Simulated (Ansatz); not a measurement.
HfO2, pressure series

The reference is HfO2 in the fluorite structure (space group Fm-3m, No. 225; a = 5.0585 Å).

Cell and atoms are relaxed at each pressure.

Computed with Kohn–Sham DFT with the r2SCAN functional, run in Ansatz (a first-principles code) with PAW and 500 eV plane waves, spin-orbit coupling left out.

Two rows of this table had their results exchanged by mistake.

```json
[
 {"pressure": "pressure −2 GPa", "volume per atom (Å³)": "10.87", "shortest distance (Å)": "2.196", "band gap": "4.28 eV"},
 {"pressure": "pressure −1 GPa", "volume per atom (Å³)": "9.84", "shortest distance (Å)": "2.125", "band gap": "4.54 eV"},
 {"pressure": "pressure 3 GPa", "volume per atom (Å³)": "10.67", "shortest distance (Å)": "2.183", "band gap": "4.33 eV"},
 {"pressure": "pressure 7 GPa", "volume per atom (Å³)": "10.52", "shortest distance (Å)": "2.173", "band gap": "4.37 eV"},
 {"pressure": "pressure 15 GPa", "volume per atom (Å³)": "10.26", "shortest distance (Å)": "2.154", "band gap": "4.43 eV"},
 {"pressure": "pressure 30 GPa", "volume per atom (Å³)": "10.83", "shortest distance (Å)": "2.193", "band gap": "4.29 eV"},
 {"pressure": "pressure 50 GPa", "volume per atom (Å³)": "9.39", "shortest distance (Å)": "2.092", "band gap": "4.66 eV"},
 {"pressure": "pressure 75 GPa", "volume per atom (Å³)": "8.94", "shortest distance (Å)": "2.058", "band gap": "4.78 eV"},
 {"pressure": "pressure 100 GPa", "volume per atom (Å³)": "8.57", "shortest distance (Å)": "2.029", "band gap": "4.84 eV"}
]
```

Task: Which two?

Result: The rows for pressure −1 GPa and pressure 30 GPa: the volume has to fall steadily with pressure, so 10.83 Å³ belongs to pressure −1 GPa and 9.84 Å³ to pressure 30 GPa.

With Hf present, leaving out spin-orbit coupling can change the band edges. Load acts through the strain it causes; cell and atoms are relaxed under it. No phonon test of stability was made. No other phases were tried under pressure. This is not the structure that HfO2 has at room temperature and ambient pressure.
